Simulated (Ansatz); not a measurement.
Consider SiC in the wurtzite structure (space group P6_3mc, No. 186; a = 3.092 Å, c = 5.074 Å). Axes: x lies along a and z along c of the hexagonal cell.

One thing is altered: compressive biaxial strain of 1.45 % in the plane normal to [001], as in epitaxy on a mismatched substrate; the out-of-plane cell vector and the atoms relax.

Levels (all Ansatz, a quantum-chemistry and plane-wave program, PAW, earlier PAW set): PBE (420 eV, no spin-orbit coupling); HSE06 (420 eV, no spin-orbit coupling).

The geometry is relaxed with PBE.

- PBE band gap = 2.12 eV

Problem. What does HSE06 give at this geometry for the band gap?

Solution. The band gap increases by 0.89 eV (2.12 eV → 3.01 eV).

Single points use the geometry relaxed with PBE. HSE06 was sampled on its mesh, a few special points and the semilocal edge points, so its gap is an upper bound. Stability against distortions was not tested.
